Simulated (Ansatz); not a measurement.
Al2Cu (I4/mcm, No. 140), treated with r²SCAN+rVV10 (Ansatz, a program for electronic structure, plane waves, PAW).

Numerical settings: plane-wave cutoff 560 eV, 14×14×14 k mesh, Fermi–Dirac smearing 0.05 eV, no spin polarisation, scalar-relativistic PAW data made under PBE.

Cell (relaxed at this level):

```
Al2Cu
1.0
   -2.99294     2.99294     2.39652
    2.99294    -2.99294     2.39652
    2.99294     2.99294    -2.39652
Al Cu
4 2
Direct
  0.65932   0.15932   0.81863
  0.15932   0.34068   0.50000
  0.84068   0.65932   0.50000
  0.34068   0.84068   0.18137
  0.75000   0.75000   0.00000
  0.25000   0.25000   0.00000
```

Predict the bulk modulus B0 and pressure derivative B′ of the bulk modulus.


- bulk modulus B0 = 116 GPa
- pressure derivative B′ of the bulk modulus = 4.6

The run finds no gap.

Note: the bulk modulus comes from volumes at which shape and atoms were relaxed.

Static lattice: no zero-point or thermal effects.
